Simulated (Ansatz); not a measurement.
Cost and result by functional for the adsorption energy of OH on the 1x1 (111) surface of fcc Ag, one in a 2x2 cell, started at the site 'hollow Ag-Ag-Ag over Ag at depth 2.4 Å', in Ansatz (plane waves, PAW). Single points on the PBE structure, on one kind of machine; costs are rough ratios of the slab run's core time (references not counted) to the cheapest single point. r2SCAN's cost holds its higher cutoff (500 against 420 eV). Differences are taken against r2SCAN for comparison alone: no measured value is at hand, so the table doesn't rank accuracy.

Slab: 18 atoms, 7.1 Å thick at the start under the adsorbate (thin: gaps and levels are the slab's own); k 6x6x1, smearing 0.1 eV, dipole-corrected; 8 atoms held, the rest relaxed; no symmetry held; spin-polarised, no spin-orbit, no U, no dispersion correction. The starting moment vanished. At the end it is bonded to 3 Ag. In PBE this state lies 0.03 eV over the lowest of the starts that converged ('top Ag'). These notes are the PBE run's. r2SCAN: The program's check for a lower electronic state was not made. Adsorption energies are against H2O(g) − ½ H2(g). A negative adsorption energy means that the adsorbate is more stable on the surface than in its reference.

```tsv
functional	relative cost	adsorption energy (eV)	less r2SCAN (eV)
RPBE	1	0.91	0.48
r2SCAN	2	0.43	0.00
PBE (the relaxed run's value)	–	0.73	0.30
```

The values span 0.48 eV, while the single points' costs differ by a factor of roughly 2. Differences are of unrounded values.

Ansatz is a first-principles code.
